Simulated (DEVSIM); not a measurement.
Device: Co/TiO2/p-In0.53Ga0.47As capacitor, at 400 K.

```
layer (left to right)        material  thickness (nm)  Na (cm⁻³)
---------------------  --------------  --------------  ---------
1                                TiO2            5.40          -
2                      In0.53Ga0.47As             380     2.2e18
```

Metal gate on the left, work function 5 eV. Fixed charge at the semiconductor interface 1.4e11 cm⁻² (in units of +e); no interface traps.

Constants are typed, rounded textbook-type inputs, not results; the design itself was drawn at random and stands for no fabricated device. Values at 300 K; Nc and Nv go as T^1.5, mobilities as T to minus their exponent, the gap by Varshni's rule with the affinity fixed.

```
parameter         TiO2  In0.53Ga0.47As
----------------  ----  --------------
gap (eV)           3.2            0.74
affinity (eV)      3.9            4.51
permittivity        60            13.9
Nc (cm⁻³)            -          2.1e17
Nv (cm⁻³)            -          7.7e18
Varshni α (eV/K)     -         0.00035
Varshni β (K)        -             190
```

DEVSIM, 1D Poisson equation in equilibrium, Boltzmann statistics, complete ionisation; no quantum confinement or tunnelling. Metal contacts follow the ideal Schottky-Mott rule: no Fermi-level pinning, no interface dipoles.

**Question.** Tabulate band edges, carrier densities and field at 0.25 V on the gate.

**Answer.** Energies count from the Fermi level of the right contact; mesh points crowd at the junctions.

| x (μm) | Ec (eV) | Ev (eV) | n (cm⁻³) | p (cm⁻³) | field (V/cm) |
|---|---|---|---|---|---|
| 0.000 | 0.850 | -2.350 | < 1e2 | < 1e2 | 96000 |
| 0.0007949 | 0.858 | -2.342 | < 1e2 | < 1e2 | 96000 |
| 0.001892 | 0.868 | -2.332 | < 1e2 | < 1e2 | 96000 |
| 0.003296 | 0.882 | -2.318 | < 1e2 | < 1e2 | 96000 |
| 0.004778 | 0.896 | -2.304 | < 1e2 | < 1e2 | 96000 |
| 0.005524 | 0.298 | -0.412 | 5.8e13 | 7.7e13 | 430000 |
| 0.006523 | 0.339 | -0.371 | 1.7e13 | 2.5e14 | 400000 |
| 0.009203 | 0.435 | -0.274 | 1.1e12 | 4.2e15 | 320000 |
| 0.01305 | 0.538 | -0.171 | 5.3e10 | 8.3e16 | 210000 |
| 0.01986 | 0.627 | -0.082 | 4.0e9 | 1.1e18 | 62000 |
| 0.03194 | 0.650 | -0.059 | 2.1e9 | 2.1e18 | 2400 |
| 0.06437 | 0.651 | -0.058 | 2.0e9 | 2.2e18 | ≈ 0 |
| 0.1109 | 0.651 | -0.058 | 2.0e9 | 2.2e18 | ≈ 0 |
| 0.1933 | 0.651 | -0.058 | 2.0e9 | 2.2e18 | ≈ 0 |
| 0.2923 | 0.651 | -0.058 | 2.0e9 | 2.2e18 | ≈ 0 |
| 0.3334 | 0.651 | -0.058 | 2.0e9 | 2.2e18 | ≈ 0 |
| 0.3566 | 0.651 | -0.058 | 2.0e9 | 2.2e18 | ≈ 0 |
| 0.3697 | 0.651 | -0.058 | 2.0e9 | 2.2e18 | ≈ 0 |
| 0.3788 | 0.651 | -0.058 | 2.0e9 | 2.2e18 | ≈ 0 |
| 0.3822 | 0.651 | -0.058 | 2.0e9 | 2.2e18 | ≈ 0 |
| 0.3841 | 0.651 | -0.058 | 2.0e9 | 2.2e18 | ≈ 0 |
| 0.3854 | 0.651 | -0.058 | 2.0e9 | 2.2e18 | ≈ 0 |
